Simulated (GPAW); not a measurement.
A self-consistent single point of YCo4Si (P-6m2, 6 atoms in the cell) with GPAW.

Method of the run: LDA (Perdew-Wang 92), GPAW PAW datasets LDA (gpaw-data 1.0.1) (plane waves; GPAW 25.7.0).

The change in words: lattice scaled by 0.98. Reference geometry:
```yaml
crystal:
  lattice:
    - [5.07588, 0.00000, 0.00000]
    - [-2.53794, 4.39584, 0.00000]
    - [0.00000, 0.00000, 3.71864]
  atoms:
    - { symbol: Y, position: [0.66667, 0.33333, 0.00000] }
    - { symbol: Co, position: [0.33333, 0.66667, 0.00000], spin: 3.0 }
    - { symbol: Co, position: [0.66668, 0.83334, 0.50000], spin: 3.0 }
    - { symbol: Co, position: [0.16666, 0.33332, 0.50000], spin: 3.0 }
    - { symbol: Co, position: [0.16666, 0.83334, 0.50000], spin: 3.0 }
    - { symbol: Si, position: [0.00000, 0.00000, 0.00000] }
```
(The spins are starting values, not results.)

Reference input (self-consistent single point, DFT LDA (Perdew-Wang 92), plane waves, GPAW PAW datasets LDA (gpaw-data 1.0.1)): spinpol = true; mode = pw; ecut = 800 eV; xc = LDA; kpts = 5 5 6; mesh shift (steps) = 0 0 0; occupations.name = fermi-dirac; occupations.width = 0.1 eV; nbands = -12; symmetry.symmorphic = false; symmetry.tolerance = 0.0005; maxiter = 120. This run's input differs from it in these lines:

```diff
@@ -5,5 +5,5 @@
 atoms = Atoms(['Y', 'Co', 'Co', 'Co', 'Co', 'Si'],
-              cell=[[5.075880, 0.000000, 0.000000],
-                    [-2.537940, 4.395841, 0.000000],
-                    [0.000000, 0.000000, 3.718640]],
+              cell=[[4.974362, 0.000000, 0.000000],
+                    [-2.487181, 4.307924, 0.000000],
+                    [0.000000, 0.000000, 3.644267]],
               scaled_positions=[[0.666667, 0.333333, 0.000000],
```

Output, abridged:

```
     iter     time        total  log10-change:  magmom
                         energy   eigst   dens
iter:   1 --:--:--   -49.970625                   +12.0275
iter:   2 --:--:--   -51.584282   -0.39  -1.39    +7.7474
iter:   3 --:--:--   -52.198218   -1.42  -1.39    +3.5224
iter:   4 --:--:--   -52.174733   -2.24  -1.39    +3.4880
iter:   5 --:--:--   -51.751866   -1.56  -1.39    +3.2556
iter:   6 --:--:--   -52.538710   -1.37  -1.53    +3.2994
iter:   7 --:--:--   -52.834680   -2.25  -1.35    +3.3553
iter:   8 --:--:--   -51.517864   -1.31  -1.31    +3.5857
iter:   9 --:--:--   -51.485071   -1.73  -1.69    +3.5044
   [... lines left out ...]
iter:  12 --:--:--   -51.469995c  -2.94  -2.14    +3.3289
iter:  13 --:--:--   -51.471419c  -3.38  -2.27    +3.2755
iter:  14 --:--:--   -51.468984c  -3.55  -2.43    +3.2468
iter:  15 --:--:--   -51.471913c  -3.68  -2.69    +3.2596
   [... 5 lines left out ...]
iter:  21 --:--:--   -51.466082c  -5.76  -3.66    +3.1503
iter:  22 --:--:--   -51.466041c  -6.16  -3.72    +3.1505
iter:  23 --:--:--   -51.466013c  -6.52  -3.78    +3.1510
iter:  24 --:--:--   -51.466022c  -6.41  -3.88    +3.1511
iter:  25 --:--:--   -51.466001c  -7.09  -4.11c   +3.1511
iter:  26 --:--:--   -51.466008c  -7.56c -4.14c   +3.1508
Converged after 26 iterations.

Dipole moment: (-7.351717, 4.244516, -0.000000) |e|*Ang

Total magnetic moment: (0.000000, 0.000000, 3.150786)
Local magnetic moments:
   0 Y  ( 0.000000,  0.000000, -0.078941)
   1 Co ( 0.000000,  0.000000,  1.260417)
   2 Co ( 0.000000,  0.000000,  0.703519)
   3 Co ( 0.000000,  0.000000,  0.703519)
   4 Co ( 0.000000,  0.000000,  0.703519)
   5 Si ( 0.000000,  0.000000, -0.010678)

Energy contributions relative to reference atoms: (reference = -251199.666422)

Kinetic:        +53.960019
Potential:      -42.740359
External:        +0.000000
XC:             -62.044172
Entropy (-ST):   -0.232500
Local:           -0.525246
SIC:             +0.000000
--------------------------
Free energy:    -51.582258
Extrapolated:   -51.466008

Spin contamination: 0.275893 electrons
Showing only first 2 kpts
   [... lines left out ...]
Fermi level: 10.02994
No gap
   [... lines left out ...]
  0 Y     0.00000   -0.00000    0.00000
  1 Co    0.00000    0.00000    0.00000
  2 Co   -0.09229   -0.05328    0.00000
  3 Co   -0.00000    0.10657    0.00000
  4 Co    0.09229   -0.05328    0.00000
  5 Si    0.00000   -0.00000    0.00000

Stress tensor:
     0.022274    -0.000000     0.000000
     0.000000     0.022274     0.000000
     0.000000     0.000000     0.010456
Stress (GPa, Voigt): [ 3.5686  3.5686  1.6753  0.      0.     -0.    ]
```

The run converged in 26 iterations. GPAW prints stress with tension positive. Against the reference run the free energy goes down by 39.6 meV/atom, the pressure goes from -12.45 to -2.94 GPa, the largest force goes from 0.100 to 0.107 eV/Å and the size of the net moment goes from 0.58 to 0.53 μB/atom.

The starting cell comes from a database of computed structures (which also holds hypothetical and non-ambient phases and stackings), without a prior relaxation at this level. For this run, on top of that: lattice scaled by 0.98. The magnetic order is the one reached from the typed start; others were not searched systematically.

Cost on one core of a shared machine: roughly 5 min.
